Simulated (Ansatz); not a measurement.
Consider HfSi2 (space group Cmcm, No. 63).

```
HfSi2
1.0
    1.84126    -7.29923     0.00000
    1.84126     7.29923     0.00000
    0.00000     0.00000     3.65834
Si Hf
4 2
Cartesian
  1.84126  -6.50640   2.74375
  1.84126   6.50640   0.91458
  1.84126   3.65310   2.74375
  1.84126  -3.65310   0.91458
  1.84126  -1.54049   2.74375
  1.84126   1.54049   0.91458
```

Computed with plane-wave PAW DFT at the PBE level (Ansatz, a program for electronic structure, 420 eV), without spin-orbit coupling, earlier PAW set.

One change was made to it. Results:

| quantity | base | after |
|---|---|---|
| volume per atom | 16.39 Å³ | 16.02 Å³ |
| band gap | zero | zero |

**Question.** Which change produced these results?
A. pressure 30 GPa
B. pressure −1 GPa
C. pressure 7 GPa
D. pressure 3 GPa
E. pressure 75 GPa

**Answer.** D, pressure 3 GPa. For comparison, the volume per atom in the other runs: pressure −1 GPa gives 16.52 Å³; pressure 7 GPa gives 15.59 Å³; pressure 75 GPa gives 11.92 Å³; pressure 30 GPa gives 13.83 Å³.

Load acts through the strain it causes; cell and atoms are relaxed under it. Stability against distortions was not tested. Competing high-pressure phases were not computed. The final runs are not spin-polarised.
